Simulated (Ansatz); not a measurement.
Here is the system:

```
CELL_PARAMETERS angstrom
      3.11376     0.00000     0.00000
     -1.55688     2.69660     0.00000
      0.00000     0.00000     4.98368
ATOMIC_POSITIONS crystal
  Al 0.33333 0.66667 0.99651
  Al 0.66667 0.33333 0.49651
  N  0.33333 0.66667 0.37849
  N  0.66667 0.33333 0.87849
```

Computed with PBE with spin-orbit coupling, rigid bands (plane waves, PAW; Ansatz, a first-principles code). Cell: cell and atoms relaxed with PBEsol.

Q: What conductivity effective mass do dilute holes have at 300 K?

A: 3.7 (x), 3.7 (y), 0.42 (z) mₑ.

Q: Predict the electron conductivity mass (n e² τ/σ) at 300 K, by direction if it differs.

A: 0.31 (x), 0.31 (y), 0.30 (z) mₑ.

Q: And the band gap?

A: 4.17 eV at this level; semilocal functionals usually fall short of the measured gap.

Rigid bands, one relaxation time for all states, no polarons. Geometry: cell and atoms relaxed with PBEsol.
